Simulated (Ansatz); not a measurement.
## Sc with two functionals, isotropic strain +2.12 %

The reference is Sc in the hcp (Mg type) structure (space group P6_3/mmc, No. 194; a = 3.318 Å, c = 5.186 Å; relaxed with 0.1 eV smearing).

(Cell as relaxed with PBE.)

Levels (all Ansatz, a quantum-chemistry and plane-wave program, PAW): PBE (420 eV, without spin-orbit coupling); PBEsol (420 eV, no SOC).

Each level relaxes its own structure.

```json
[
 {"base": "volume per atom", "PBE": "24.72 Å³", "PBEsol": "23.71 Å³"},
 {"base": "lattice parameter a", "PBE": "3.318 Å", "PBEsol": "3.275 Å"},
 {"base": "band gap", "PBE": "zero", "PBEsol": "zero"}
]
```

Modification: an isotropic linear strain of +2.12 %; the atoms relax in the strained cell.

```tsv
quantity	PBE	PBEsol
band gap	zero	zero
pressure (mean of the normal stresses, compression positive)	-3.0 GPa	-3.2 GPa
energy relative to the base (free energy F)	+16 meV/atom	+16 meV/atom
```

PBE's pressure lies 0.2 GPa above PBEsol's; the two agree on the band gap and energy relative to the base. Neither level is exact; PBEsol is the comparison here, not a measurement.

Stability against distortions was not tested. The final runs are not spin-polarised.
